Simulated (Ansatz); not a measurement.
For Ge3Mo5 (I4/mcm, No. 140; structure not from a measured cell), PBEsol (Ansatz, a first-principles code, plane waves, PAW) gives:

```
Property               Value
-------------------  -------
lattice parameter a  9.795 Å
c axis length        4.933 Å
```

What does r²SCAN-D4 in Ansatz (plane waves, PAW) give for the same quantities?


- lattice constant a: 9.824 Å (rises by 0.3 %)
- lattice parameter c: 4.946 Å (rises by 0.3 %)

Changes are worked out from the printed values.

Unless a cell is named, each level is at its own relaxed cell (PBEsol 14.79, r²SCAN-D4 14.92 Å³/atom).

Caveats: the relaxation could not lower the start's symmetry, so the cell can be a saddle point above a distorted one (PBEsol, r²SCAN-D4). Ansatz's density-functional and Hartree–Fock values are scalar-relativistic unless marked +SOC, with PAW data made under PBE.
